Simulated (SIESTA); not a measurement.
Band structure of LaZnGa (P6_3/mmc, 6 atoms in the cell).

```
LaZnGa
1.0
    4.49206     0.00000     0.00000
   -2.24603     3.89024     0.00000
    0.00000     0.00000     8.04708
La Zn Ga
2 2 2
Cartesian
  0.00000   0.00000   4.02354
  0.00000   0.00000   0.00000
  0.00000   2.59349   6.03531
  2.24603   1.29674   2.01177
  0.00000   2.59349   2.01177
  2.24603   1.29674   6.03531
```

Method of the run: GGA PBEsol, numerical atomic orbitals DZP, PseudoDojo PBEsol standard norm-conserving potentials (rewritten from UPF to PSML) run with SIESTA.

Settings: XC.functional = GGA; XC.authors = PBEsol; potentials = PseudoDojo PBEsol standard; PAO.BasisSize = DZP; PAO.EnergyShift = 0.01 Ry; MeshCutoff = 300 Ry; kgrid.MonkhorstPack = 6 6 3; OccupationFunction = MP; OccupationMPOrder = 0; ElectronicTemperature = 1160.45 K; MaxSCFIterations = 150; SCF.Mixer.Method = Pulay; SCF.Mixer.Weight = 0.1; SCF.Mixer.History = 8.

The starting cell comes from a database of computed structures (which also holds hypothetical and non-ambient phases and stackings), without a prior relaxation at this level. Values carry the incompleteness of an atom-centred basis.

Levels in eV from the Fermi level, bands 41 to 46:
| point | 41 | 42 | 43 | 44 | 45 | 46 |
|---|---|---|---|---|---|---|
| Γ | -0.77 | -0.13 | 0.68 | 0.68 | 1.35 | 1.61 |
| M | -1.67 | -1.34 | -0.59 | 0.02 | 0.06 | 0.43 |
| K | -2.76 | -0.55 | -0.55 | -0.55 | 1.25 | 1.25 |
| A | -0.15 | -0.15 | -0.15 | -0.15 | 1.55 | 1.55 |
| L | -0.98 | -0.98 | -0.22 | -0.22 | 0.22 | 0.22 |
| H | -1.76 | -1.76 | -0.27 | -0.27 | 0.20 | 0.20 |

Bands cross the Fermi level along this path, so the cell is metallic at this level.

Higher empty bands are left out: an atom-centred basis made for the valence describes them poorly.
